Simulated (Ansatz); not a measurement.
Band structure of BaCdAsF (P4/nmm, 8 atoms in the cell).

```yaml
crystal:
  lattice:
    - [4.39798, 0.00000, 0.00000]
    - [0.00000, 4.39798, 0.00000]
    - [0.00000, 0.00000, 9.46994]
  atoms:
    - { symbol: Ba, position: [0.00000, 0.50000, 0.84508] }
    - { symbol: Ba, position: [0.50000, 0.00000, 0.15492] }
    - { symbol: Cd, position: [0.50000, 0.50000, 0.50000] }
    - { symbol: Cd, position: [0.00000, 0.00000, 0.50000] }
    - { symbol: As, position: [0.00000, 0.50000, 0.32194] }
    - { symbol: As, position: [0.50000, 0.00000, 0.67806] }
    - { symbol: F, position: [0.50000, 0.50000, 0.00000] }
    - { symbol: F, position: [0.00000, 0.00000, 0.00000] }
```

Level of theory: LDA (PW92) with spin-orbit coupling, default PAW files made with PBE (plane waves; Ansatz, a program for electronic structure).

Settings: basis.ecutwfc = 420 eV; kpoints.mp_grid.grid = 4 4 2; hamiltonian.xc = lda; hamiltonian.pseudopotentials = {kind: paw} (the program's default PAW files); magnetization.noncollinear = true; magnetization.spin_orbit = true; scf.occupations.method = fixed; kpoints.band_path.npoints = 10.

The starting cell comes from a database of computed structures (which also holds hypothetical and non-ambient phases and stackings), without a prior relaxation at this level. Its lattice was rescaled by a random factor within 2.5 % of one.

Problem. Predict the gap along the standard path and the places of the band edges.

Solution. The gap along the path is 0.70 eV, direct at Γ to within 0.01 eV.

Levels in eV from the top of the valence band on the path, bands 101 to 108:
```
point    101    102    103    104   105   106   107   108
-----  -----  -----  -----  -----  ----  ----  ----  ----
Γ      -0.19  -0.19   0.00   0.00  0.70  0.70  0.96  0.96
X      -0.88  -0.88  -0.88  -0.88  1.59  1.59  1.59  1.59
M      -2.46  -2.46  -2.46  -2.46  1.80  1.80  1.80  1.80
Z      -0.22  -0.22  -0.02  -0.02  0.87  0.87  1.54  1.54
R      -0.86  -0.86  -0.86  -0.86  1.65  1.65  1.65  1.65
A      -2.46  -2.46  -2.46  -2.46  2.16  2.16  2.16  2.16
```

The net moment of the cell came out as 0.00 μB.

Keys are those of Ansatz 0.2.
